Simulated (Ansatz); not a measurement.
An Ansatz (a program for electronic structure) input (PBEsol (Ansatz, PAW, scalar-relativistic without spin-orbit coupling)):

Ansatz 0.2 input:
```yaml
crystal:
  lattice:
    - [2.8273758843, 0, 0]
    - [-1.4136879421, 2.4485793418, 0]
    - [0, 0, 4.7148433276]
  atoms:
    - { symbol: Al, position: [0.3333333333, 0.6666666667, 0.75] }
    - { symbol: Al, position: [0.6666666667, 0.3333333333, 0.25] }
basis: { ecutwfc: 420, ecutrho_ratio: 4, xc_grid: 2, fft_grid_basis: typed }
kpoints: { mp_grid: { grid: [19, 19, 10] } }
hamiltonian:
  xc: pbesol
  dispersion: none
  pseudopotentials: { kind: paw }
scf: { occupations: { method: fermi_dirac, width: 0.05 }, convergence: { dr2_threshold: 0.0000000002 } }
output: { forces: true, stress: true }
checkpoint: { write: state.ck, write_every: 1000 }
```

**Question.** Which symmetry and how many k-points will the program report, and about how many plane waves at Γ?

**Answer.** Space group P63/mmc (ITA 194) with 24 operations, k-points 240 of 3610, and 651 plane waves at Γ.

Whether these cells are dynamically stable was not tested. The cell was made from Lu by this change: Lu → Al; the result is a model cell, its experimental status unchecked. This is not the structure that Al has at room temperature and ambient pressure.
